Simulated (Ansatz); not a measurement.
The starting structures come from a database of crystals and need not be the phases stable at ambient conditions.

Inside the gap of an insulator the Bloch states are evanescent, with a wavenumber k + iκ along the transport direction.

Here is the system:

```xyz
12
Lattice="4.1964 0.0000 0.0000 0.0000 4.6177 0.0000 0.0000 0.0000 5.1829" Properties=species:S:1:pos:R:3 pbc="T T T"
Si     2.0982     3.4633     1.8020
Si     2.0982     1.1544     3.3808
Si     0.0000     1.1544     0.7894
Si     0.0000     3.4633     4.3935
O      3.0672     2.6781     3.2008
O      1.1293     1.9396     1.9820
O      3.2275     0.3693     4.5735
O      0.9689     4.2484     0.6094
O      0.9689     1.9396     4.5735
O      3.2275     2.6781     0.6094
O      1.1293     4.2484     3.2008
O      3.0672     0.3693     1.9820
```

Space group of this cell: Pbcn. The cell is strained (all lengths scaled by 1.02); by r2SCAN its mean pressure is -25.5 GPa.

Transport runs along the normal of the first two printed cell vectors.

No gap correction and no spin-orbit coupling; mid-gap values are interpolated between computed energies.

Task: Predict the band gap and the smallest decay constant κ at mid-gap from r2SCAN run with Ansatz (a quantum-chemistry and plane-wave program).

Result: Gap 5.15 eV on a 8×8×6 mesh; κ = 0.353 1/Å, at the zone centre.
